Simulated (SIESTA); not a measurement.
Input and output of a self-consistent single point for V (Im-3m, 1 atom in the cell) (SIESTA).

Method of the run: VDW BH, numerical atomic orbitals DZP, PseudoDojo PBE standard norm-conserving potentials (rewritten from UPF to PSML) run with SIESTA.

```yaml
crystal:
  lattice:
    - [-1.51357, 1.51357, 1.51357]
    - [1.51357, -1.51357, 1.51357]
    - [1.51357, 1.51357, -1.51357]
  atoms:
    - { symbol: V, position: [0.00000, 0.00000, 0.00000] }
```

Reference input (self-consistent single point, DFT, GGA revPBE, numerical atomic orbitals DZP, PseudoDojo PBE standard norm-conserving potentials (rewritten from UPF to PSML)): XC.functional = GGA; XC.authors = revPBE; potentials = PseudoDojo PBE standard; PAO.BasisSize = DZP; PAO.EnergyShift = 0.01 Ry; MeshCutoff = 300 Ry; kgrid.MonkhorstPack = 20 20 20; OccupationFunction = FD; ElectronicTemperature = 0.05 eV; MaxSCFIterations = 150; SCF.Mixer.Method = Pulay; SCF.Mixer.Weight = 0.2. This run's input differs from it in these lines:

```diff
@@ -20,4 +20,4 @@
 
-XC.functional                GGA
-XC.authors                   revPBE
+XC.functional                VDW
+XC.authors                   BH
 PAO.BasisSize                DZP
```

Log, with long lists cut:

```
        iscf     Eharris(eV)        E_KS(eV)     FreeEng(eV)     dDmax    Ef(eV) dHmax(eV)
   scf:    1    -1993.848686    -2005.455382    -2005.466328  1.302981 -5.128926  7.839936
   scf:    2    -2007.794811    -2006.747082    -2006.760825  0.100124 -5.793601  4.074931
   scf:    3    -2007.396529    -2007.223529    -2007.238924  0.103450 -6.560274  0.082804
   scf:    4    -2007.224171    -2007.224114    -2007.239377  0.004361 -6.531182  0.078556
   scf:    5    -2007.224366    -2007.224254    -2007.239518  0.008793 -6.546608  0.013682
   scf:    6    -2007.224207    -2007.224236    -2007.239517  0.000608 -6.552649  0.012424
   scf:    7    -2007.224264    -2007.224254    -2007.239520  0.000508 -6.548911  0.007724
mix: Pulay -- inversion failed, > SVD [rank/size] 3 / 6
   scf:    8    -2007.224247    -2007.224251    -2007.239522  0.000176 -6.550251  0.000656
mix: Pulay -- inversion failed, > SVD [rank/size] 3 / 7
   scf:    9    -2007.224251    -2007.224251    -2007.239522  0.000005 -6.550298  0.000480
SCF Convergence by DM+H criterion
max |DM_out - DM_in|         :     0.0000046900
max |H_out - H_in|      (eV) :     0.0004803687
SCF cycle converged after 9 iterations

Using DM_out to compute the final energy and forces

siesta: E_KS(eV) =            -2007.2243

siesta: E_KS - E_eggbox =     -2007.2243

siesta: Atomic forces (eV/Ang):
     1   -0.000000    0.000000   -0.000000
   Tot   -0.000000    0.000000   -0.000000
   Max    0.000000
   Res    0.000000    sqrt( Sum f_i^2 / 3N )
   Max    0.000000    constrained

Stress tensor Voigt[x,y,z,yz,xz,xy] (kbar):      151.61      151.61      151.61        0.27        0.27        0.27
(Free)E + p*V (eV/cell)    -2008.5520
Target enthalpy (eV/cell)    -2007.2395

siesta: Program's energy decomposition (eV):
siesta: FreeEng =     -2007.239522

siesta: Stress tensor (static) (eV/Ang**3):
siesta:     0.094626    0.000168    0.000168
siesta:     0.000168    0.094626    0.000168
siesta:     0.000168    0.000168    0.094626

siesta: Cell volume =         13.869660 Ang**3

siesta: Pressure (static):
siesta:                Solid            Molecule  Units
siesta:          -0.00103061         -0.00103061  Ry/Bohr**3
siesta:          -0.09462602         -0.09462602  eV/Ang**3
siesta:        -151.60759957       -151.60759957  kBar
```

The run converged in 9 iterations. Against the reference run the pressure goes from -6.46 to -15.16 GPa.

The starting cell comes from a database of computed structures (which also holds hypothetical and non-ambient phases and stackings), without a prior relaxation at this level. Its lattice was rescaled by a random factor within 2.5 % of one. Spin polarisation is off. Values carry the incompleteness of an atom-centred basis. With a pressure of about -15 GPa the cell is away from its equilibrium volume at this level.

Cost on one core of a shared machine: roughly 50 s.
